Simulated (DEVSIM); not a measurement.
Device: abrupt GaAs n-p junction, at 400 K.

Layer 1 from the left is GaAs, thickness (μm) 2.70, Nd (cm⁻³) 4.8e14, τn (s) 6.2e-9, τp (s) 6.2e-9. Layer 2 from the left is GaAs, thickness (μm) 25.0, Na (cm⁻³) 1.1e17, τn (s) 6.2e-9, τp (s) 6.2e-9.

Left contact: ohmic. Right contact: ohmic. Voltage is applied to the left contact. Recombination: SRH at mid-gap, radiative, Auger. Mobility is μmin + (μ − μmin)/(1 + (N/Nref)^α).

This is a model device: material constants are rounded textbook-type values typed into the input, and sizes, dopings and lifetimes were drawn at random. Values at 300 K; Nc and Nv go as T^1.5, mobilities as T to minus their exponent, the gap by Varshni's rule with the affinity fixed.

GaAs: gap (eV) 1.424, affinity (eV) 4.07, permittivity 12.9, Nc (cm⁻³) 4.7e17, Nv (cm⁻³) 9e18, μn (cm²/Vs) 8500, μp (cm²/Vs) 400, μn,min 500, μp,min 20, Nref,n 6e16, Nref,p 1.5e17, αn 0.39, αp 0.38, T exponent of μn 2.1, T exponent of μp 2.2, B (cm³/s) 2e-10, Cn (cm⁶/s) 1e-30, Cp (cm⁶/s) 1e-30, Varshni α (eV/K) 0.000541, Varshni β (K) 204.

DEVSIM, 1D drift-diffusion, Boltzmann statistics, complete ionisation; no tunnelling, impact ionisation, image-force lowering or self-heating.

What does the simulation give for the dark forward voltage at 1 A/cm², the largest field in the device at zero bias, the potential step across the device at zero bias?

dark forward voltage at 1 A/cm² 0.736 V; largest field in the device at zero bias 22000 V/cm; potential step across the device at zero bias 0.958 V.
